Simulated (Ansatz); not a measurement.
Base system: TaN in the rock salt structure (space group Fm-3m, No. 225; a = 4.3746 Å).

Structures relaxed with PBEsol/PAW in Ansatz (an electronic-structure program), without spin-orbit coupling, earlier PAW set.

Base:

Simulated powder pattern, Mo Kα, λ = 0.71073 Å (kinematic, ideal powder, no thermal factors, no anomalous dispersion; the 10 strongest lines at most, above 2 %, up to 2θ = 40°):

```json
[
 {"2θ (°)": "16.18", "I/Imax (%)": "100", "hkl": "(111)"},
 {"2θ (°)": "18.70", "I/Imax (%)": "69", "hkl": "(200)"},
 {"2θ (°)": "26.57", "I/Imax (%)": "52", "hkl": "(220)"},
 {"2θ (°)": "31.26", "I/Imax (%)": "52", "hkl": "(311)"},
 {"2θ (°)": "32.69", "I/Imax (%)": "18", "hkl": "(222)"},
 {"2θ (°)": "37.92", "I/Imax (%)": "8.5", "hkl": "(400)"}
]
```

Perturbation: every N is replaced by C; the structure is relaxed again.

Predict the new powder pattern.


Simulated powder pattern, Mo Kα, λ = 0.71073 Å (kinematic, ideal powder, no thermal factors, no anomalous dispersion; the 10 strongest lines at most, above 2 %, up to 2θ = 40°):

```
2θ (°)  I/Imax (%)    hkl
------  ----------  -----
15.94          100  (111)
18.42           65  (200)
26.17           49  (220)
30.79           51  (311)
32.19           18  (222)
37.34          8.2  (400)
```

The indices refer to each structure's own conventional cell; one index is shown for lines that coincide.

Whether these cells are dynamically stable was not tested. All final runs are without spin polarisation. An odd electron count without spin: TaC. This is not the structure that TaN has at room temperature and ambient pressure.
